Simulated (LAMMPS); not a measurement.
LAMMPS 22 Jul 2025, classical MD, Buckingham with full ionic charges: MgO, 1728 atoms.

```text
units metal
atom_style charge
read_data unit.data
replicate 6 6 6
pair_style buck/coul/long 10.0
pair_coeff 1 1 0.0 1.0 0.0
pair_coeff 1 2 1428.5 0.2945 0.0
pair_coeff 2 2 22764.0 0.149 27.88
kspace_style pppm 0.0001
velocity all create 2400 4928 dist gaussian loop geom
fix 1 all nve
fix 2 all langevin 1200 1200 0.04 9876 zero yes
timestep 0.001
thermo 100
run 300
reset_timestep 0
write_restart start.rst
```

```text
read_restart start.rst
pair_style buck/coul/long 10.0
pair_coeff 1 1 0.0 1.0 0.0
pair_coeff 1 2 1428.5 0.2945 0.0
pair_coeff 2 2 22764.0 0.149 27.88
kspace_style pppm 0.0001
neighbor 4.0 bin
neigh_modify every 1 delay 0 check yes
fix 1 all nve
timestep 0.001
thermo_style custom step temp pe etotal press
thermo_modify format float %.10g
thermo 100
group probe id 1:48
dump probe probe custom 1000000 forces.txt id fx fy fz
dump_modify probe sort id format float %.8g
run 2000
```

```bash
# ahead of the timed run: OMP_NUM_THREADS=1 mpirun -np 48 lmp -in in.warm -log none -nocite
OMP_NUM_THREADS=1 mpirun -np 32 lmp -in in.lmp -log log.lammps -nocite
```

Hardware: Arm Neoverse V2, 96 cores on 1 socket, no SMT, 1 L3 cache group.

On 32 ranks this takes 1.6 s. Times are wall-clock medians of two to five runs, from launch to exit, with nothing else on the machine. Processes are pinned to neighbouring cores unless said otherwise. The times hold for this build (PyPI wheel: MPICH, OPENMP and OPT packages). Scratch files lie in a memory file system. A preparatory run goes ahead and isn't timed.

Q: What should be changed to get the same answer (within 1.0 meV/atom in energy, 10 meV/Å in forces on 48 atoms, 0.20 meV an atom in drift of the total energy) sooner? Keep to 32 cores.

A: One answer among several that fit: going from skin = 4 Å to skin = 0.5 Å, one of the fastest of the measured ones that keep the result.

```diff
-neighbor 4.0 bin
+neighbor 0.5 bin
```

Time: 1.6 s to 1.2 s (1.3× as fast). The largest move is in long-range solver (Kspace): 0.62 s to 0.40 s. The slowest rank's pair time is 1.41 times the mean in the first run and 1.02 times in the second; the others wait. Neighbour list builds go from 0 to 240. These two results differ by: energy equal as printed, forces on 48 atoms equal as printed, drift of the total energy under 0.001 meV an atom. Others tried: skin = 0.2 Å (1.2 s); skin = 2 Å (1.3 s); skin = 1.5 Å (1.3 s); skin = 1 Å (1.3 s); skin = 3 Å (1.5 s).
